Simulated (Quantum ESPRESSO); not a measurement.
# What a tighter setting buys: ecutwfc, Mg16Al12Sn (Cm, 29 atoms in the cell)

Cell: a = 9.0936 Å, b = 9.0936 Å, c = 9.1013 Å, α = 109.09°, β = 109.09°, γ = 109.30°.

Computed with PBEsol, SSSP 1.1.2 efficiency (PBE) pseudopotentials (plane waves; Quantum ESPRESSO 7.5).

Base settings: ecutwfc = 40 Ry; ecutrho = 320 Ry; occupations = smearing; smearing = marzari-vanderbilt; degauss = 0.0073499 Ry; input_dft = pbesol; K_POINTS = automatic 3 3 3 0 0 0; conv_thr = 1e-10 Ry; mixing_beta = 0.7.

Misses are taken against the tightest run, 40 Ry, which need not be fully converged itself. The energy is the free energy per atom.

The count of work is k-points × plane waves × bands × iterations; it is no time, and leaves out set-up, grids and terms that scale otherwise. Core times come from one kind of shared machine and are given to one figure; runs under 30 s give none.

The starting cell comes from a database of computed structures (which also holds hypothetical and non-ambient phases and stackings), without a prior relaxation at this level.

The runs (ecutwfc): 16 Ry (ecutrho: 320 Ry → 128 Ry) | 20 Ry (ecutrho: 320 Ry → 160 Ry) | 24 Ry (ecutrho: 320 Ry → 192 Ry) | 28 Ry (ecutrho: 320 Ry → 224 Ry) | 32 Ry (ecutrho: 320 Ry → 256 Ry) | 36 Ry (ecutrho: 320 Ry → 288 Ry) | 40 Ry.

Question: Which is the coarsest setting among those run that, with all tighter ones, holds the energy within 10 meV/atom of the reference, and what does it save?

Answer: 24 Ry (ecutrho: 320 Ry → 192 Ry), off by 2.4 meV/atom; its saving against the reference is no more than about a factor of 2 in the count of work.

Question: What does the step from 16 Ry (ecutrho: 320 Ry → 128 Ry) to 36 Ry (ecutrho: 320 Ry → 288 Ry) buy?

Answer: It takes the miss in the energy from 230 to 0.14 meV/atom, for 3.5 times the count of work and roughly 3 times the time.

```tsv
ecutwfc	energy less reference (meV/atom)	pressure less reference (GPa)	count of work / reference	core time / reference (rough)
16 Ry (ecutrho: 320 Ry → 128 Ry)	234.97	-9.49	0.25	0.3
20 Ry (ecutrho: 320 Ry → 160 Ry)	29.68	-1.75	0.37	0.4
24 Ry (ecutrho: 320 Ry → 192 Ry)	2.39	-0.18	0.49	0.5
28 Ry (ecutrho: 320 Ry → 224 Ry)	0.69	0.00	0.62	0.6
32 Ry (ecutrho: 320 Ry → 256 Ry)	0.48	-0.01	0.75	0.7
36 Ry (ecutrho: 320 Ry → 288 Ry)	0.14	-0.01	0.90	1.0
40 Ry	0.00	0.00	1.0	1
```
